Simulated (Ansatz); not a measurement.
Hexagonal WC was calculated with LDA in Ansatz (plane waves, PAW).

Settings: plane-wave cutoff 520 eV, 24×24×20 k mesh (along the axes of the cell as run), Fermi–Dirac smearing 0.05 eV, no spin polarisation, scalar-relativistic PAW data made under PBE.

Computed at the level's own relaxed cell.

Q: What does this level give for the bulk modulus B0, lattice parameter c, volume per atom and pressure derivative B′ of the bulk modulus?

A: 
- bulk modulus B0 = 421 GPa
- lattice parameter c = 2.812 Å
- volume per atom = 10.13 Å³/atom
- pressure derivative B′ of the bulk modulus = 4.2

The run finds no gap.

Measured, for comparison: bulk modulus 384 ± 0.8 GPa (room temperature, no zero-point or thermal correction, adiabatic, ultrasonic, our sources range from 377 to 412; as tabulated in Compression behavior of WC and WC-6%Co up to 50 GPa (OSTI 1006718)); lattice parameter c 2.837 Å (300 K, no zero-point or thermal correction; as tabulated in Wikipedia's data pages). Computed (rounded) less measured: bulk modulus +10 % (+2 % to +12 % over the range), lattice parameter c -0.9 %. A static lattice is as a rule a little smaller and stiffer than an uncorrected measurement, which narrows the difference in the bulk modulus, lattice parameter c and would widen misses of the other sign.

Note: the bulk modulus comes from volumes at which shape and atoms were relaxed.

Spin–orbit coupling is not included.

The computed numbers hold no vibrational or temperature effects.

Computing time: about 10 core-minutes (a rough figure).

Ansatz is an electronic-structure program.
